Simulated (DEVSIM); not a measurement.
Device: Si n+/n-/n+ resistor, at 300 K.

Layer 1 from the left is Si, thickness (μm) 0.170, Nd (cm⁻³) 1.5e18, τn (s) 5.1e-5, τp (s) 5.1e-5. Layer 2 from the left is Si, thickness (μm) 1.00, Nd (cm⁻³) 1.4e12, τn (s) 5.1e-5, τp (s) 5.1e-5. Layer 3 from the left is Si, thickness (μm) 0.190, Nd (cm⁻³) 1.2e17, τn (s) 5.1e-5, τp (s) 5.1e-5.

Left contact: ohmic. Right contact: ohmic. Voltage is applied to the left contact. Recombination: SRH at mid-gap, radiative, Auger. Mobility is constant in doping.

This is a model device: material constants are rounded textbook-type values typed into the input, and sizes, dopings and lifetimes were drawn at random. Values at 300 K.

Si: gap (eV) 1.124, affinity (eV) 4.05, permittivity 11.7, Nc (cm⁻³) 2.86e19, Nv (cm⁻³) 3.1e19, μn (cm²/Vs) 1417, μp (cm²/Vs) 470, B (cm³/s) 4.7e-15, Cn (cm⁶/s) 2.8e-31, Cp (cm⁶/s) 9.9e-32.

DEVSIM, 1D drift-diffusion, Boltzmann statistics, complete ionisation; no tunnelling, impact ionisation, image-force lowering or self-heating.

Task: What does the simulation give for the dark forward voltage at 100 A/cm²?

Result: dark forward voltage at 100 A/cm² 0.076 V.
